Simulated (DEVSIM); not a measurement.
System: Schottky contact on p-type Si, at 350 K.

Layer 1 from the left is Si, thickness (μm) 1.90, Na (cm⁻³) 1e15, τn (s) 0.00074, τp (s) 0.00074. Layer 2 from the left is Si, thickness (μm) 11.0, Na (cm⁻³) 9e17, τn (s) 0.00074, τp (s) 0.00074.

Left contact: Schottky, work function 4.384 eV, emission velocity 1e7 cm/s. Right contact: ohmic. Voltage is applied to the left contact. Recombination: SRH at mid-gap. Mobility is constant in doping.

The device is made up for the run: typed textbook-type constants, with dimensions and the other settings drawn at random. Values at 300 K; Nc and Nv go as T^1.5, mobilities as T to minus their exponent, the gap by Varshni's rule with the affinity fixed.

Si: gap (eV) 1.124, affinity (eV) 4.05, permittivity 11.7, Nc (cm⁻³) 2.86e19, Nv (cm⁻³) 3.1e19, μn (cm²/Vs) 1417, μp (cm²/Vs) 470, T exponent of μn 2.3, T exponent of μp 2.2, Varshni α (eV/K) 0.000473, Varshni β (K) 636.

Simulated with DEVSIM: 1D drift-diffusion, Boltzmann statistics, complete ionisation; no tunnelling, impact ionisation, image-force lowering or self-heating. Metal contacts follow the ideal Schottky-Mott rule: no Fermi-level pinning, no interface dipoles.

Task: What does the simulation give for the dark forward voltage at 100 A/cm², the potential step across the device at zero bias?

Result: dark forward voltage at 100 A/cm² 0.571 V; potential step across the device at zero bias 0.663 V.
